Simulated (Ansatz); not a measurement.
The parent structure is W in the bcc (W type) structure (space group Im-3m, No. 229; a = 3.184 Å; relaxed with 0.1 eV smearing).

Method: DFT with PBE, PAW potentials and a 420 eV plane-wave cutoff in Ansatz (a first-principles code), no SOC.

Before the change:

- Pressure = 0.0 GPa
- Band gap = zero

One thing is altered: an isotropic linear strain of −3.00 %; the atoms relax in the strained cell.

**Question.** Estimate the effect on the energy relative to the base.

**Answer.** The energy goes up by 136 meV/atom.

**Question.** Estimate the effect on the pressure.

**Answer.** The pressure goes from zero to 33.4 GPa.

**Question.** What happens to the band gap?

**Answer.** The band gap remains zero.

Stability against distortions was not tested. The final runs are not spin-polarised.
